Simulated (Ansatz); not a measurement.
System: interstitial Ga in wurtzite GaN (charge state +1). All values below come from PBE, PAW (plane waves to 420 eV; Ansatz, an electronic-structure program).

72-site cell at the relaxed PBE lattice, one k-point at (0.125, 0.250, 0.250), smearing 0.01 eV, spin-restricted, no finite-size correction. Static, classical nuclei. The charge state is imposed; whether it is stable for some Fermi level was not computed. Sites that were not tried may lie lower.

Barriers: single points on a 2×2×2 k-point mesh shifted by half a step along c at the bands' geometries (they differ from the bands' own by up to 0.06 eV, and are uncertain by about as much).

The step: several atoms move together, Ga the farthest (a rearrangement that moves the defect's centre by under 1 Å). Atoms about the jump, Cartesian Å from the middle of the jump, before and after:

```json
[
 {"atom": "Ga1", "x0": "-0.20", "y0": "-0.34", "z0": "0.00", "x1": "0.20", "y1": "0.34", "z1": "0.00"},
 {"atom": "N2", "x0": "-1.38", "y0": "-1.02", "z0": "1.36", "x1": "-1.39", "y1": "-0.98", "z1": "0.69"},
 {"atom": "N3", "x0": "0.16", "y0": "1.70", "z0": "0.70", "x1": "0.20", "y1": "1.70", "z1": "1.36"},
 {"atom": "N4", "x0": "1.74", "y0": "-1.06", "z0": "0.68", "x1": "1.78", "y1": "-0.98", "z1": "0.69"},
 {"atom": "Ga5", "x0": "-1.36", "y0": "-1.00", "z0": "-1.86", "x1": "-1.45", "y1": "-1.05", "z1": "-1.42"},
 {"atom": "Ga6", "x0": "0.18", "y0": "1.79", "z0": "-1.41", "x1": "0.19", "y1": "1.68", "z1": "-1.86"},
 {"atom": "Ga7", "x0": "1.83", "y0": "-1.07", "z0": "-1.42", "x1": "1.85", "y1": "-1.05", "z1": "-1.42"},
 {"atom": "Ga8", "x0": "-1.56", "y0": "0.96", "z0": "1.60", "x1": "-1.61", "y1": "0.86", "z1": "1.60"},
 {"atom": "Ga9", "x0": "0.25", "y0": "-2.18", "z0": "1.60", "x1": "0.20", "y1": "-2.04", "z1": "1.38"},
 {"atom": "Ga10", "x0": "1.86", "y0": "0.84", "z0": "1.38", "x1": "2.01", "y1": "0.87", "z1": "1.60"},
 {"atom": "N11", "x0": "-1.45", "y0": "0.96", "z0": "-2.15", "x1": "-1.55", "y1": "0.78", "z1": "-2.15"},
 {"atom": "N12", "x0": "0.29", "y0": "-2.07", "z0": "-2.16", "x1": "0.20", "y1": "-1.99", "z1": "-1.97"},
 {"atom": "N13", "x0": "1.82", "y0": "0.83", "z0": "-1.97", "x1": "1.94", "y1": "0.79", "z1": "-2.15"}
]
```

Predict the transition state.


```
atom      x      y      z
----  -----  -----  -----
Ga1    0.14  -0.11  -0.05
N2    -1.42  -1.04   0.84
N3     0.19   1.75   0.80
N4     1.80  -1.04   0.75
Ga5   -1.42  -1.04  -1.57
Ga6    0.20   1.78  -1.51
Ga7    1.84  -1.06  -1.49
Ga8   -1.55   0.90   1.50
Ga9    0.19  -2.12   1.48
Ga10   1.93   0.89   1.46
N11   -1.49   0.88  -2.09
N12    0.21  -2.05  -2.08
N13    1.87   0.85  -2.06
```
It lies 0.16 eV above the start and 0.16 eV above the end. The saddle point's order was not checked, and it lies on a symmetry element of the cell, where a band can be held.
